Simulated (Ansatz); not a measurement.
The starting structures come from a database of crystals and need not be the phases stable at ambient conditions.

Inside the gap of an insulator the Bloch states are evanescent, with a wavenumber k + iκ along the transport direction.

Consider the following.

```
CELL_PARAMETERS angstrom
      5.68424     0.00000     0.00000
      0.00000    12.52237     0.00000
      2.84212     6.26119     2.84212
ATOMIC_POSITIONS crystal
  K  0.00000 0.50000 0.00000
  K  0.50000 0.25000 0.00000
  Re 0.50000 0.75000 0.00000
  Re 0.00000 0.00000 0.00000
  O  0.34462 0.20556 0.74738
  O  0.40800 0.61094 0.43662
  O  0.65538 0.95294 0.25262
  O  0.59200 0.04756 0.56338
  O  0.15538 0.54444 0.25262
  O  0.09200 0.13906 0.56338
  O  0.84462 0.79706 0.74738
  O  0.90800 0.70244 0.43662
```

Space group of this cell: I4_1/a. The cell is taken as given; by r2SCAN its mean pressure is -2.5 GPa.

Transport runs along the normal of the first two printed cell vectors, the (100) plane of the conventional cell.

No gap correction and no spin-orbit coupling; mid-gap values are interpolated between computed energies.

Compute, with Ansatz (an electronic-structure program) with r2SCAN, the band gap and the smallest decay constant κ at mid-gap.

Gap 4.43 eV on a 10×10×10 mesh; κ = 0.613 1/Å, at (0.000, 0.500) of the in-plane reciprocal vectors. At the zone centre, at the nearest computed energy, the slowest state has κ = 0.63 1/Å.
